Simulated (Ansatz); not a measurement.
We consider TiRh3 (model structure, started from the D022 type, I4/mmm, No. 139, 4 atoms in the cell), described by LDA in Ansatz (PAW).

Settings: plane-wave cutoff 520 eV, 20×20×20 k mesh, Fermi–Dirac smearing 0.05 eV, no spin polarisation, scalar-relativistic PAW data made under PBE.

Cell (relaxed at this level):

```yaml
crystal:
  lattice:
    - [-1.89720, 1.89720, 3.74773]
    - [1.89720, -1.89720, 3.74773]
    - [1.89720, 1.89720, -3.74773]
  atoms:
    - { symbol: Rh, position: [0.50000, 0.50000, 0.00000] }
    - { symbol: Rh, position: [0.75000, 0.25000, 0.50000] }
    - { symbol: Rh, position: [0.25000, 0.75000, 0.50000] }
    - { symbol: Ti, position: [0.00000, 0.00000, 0.00000] }
```

Question: Estimate the bulk modulus that the calculation returns.

Answer: 
- bulk modulus: 272 GPa

Note: the run has no spin polarisation, so it can have missed a magnetic state; the bulk modulus is −V dP/dV from two relaxed cells at ±2 % in volume; the relaxation could raise the start's symmetry but not lower it, so the cell can be a saddle point.

Computed values are for the static lattice.

Cost on a shared machine: very roughly 5 core-minutes.

A model structure was made by putting elements into a prototype or built by hand; it is no filed structure, need not be a known phase, and can be a saddle point held by its symmetry.

Ansatz is a first-principles code.
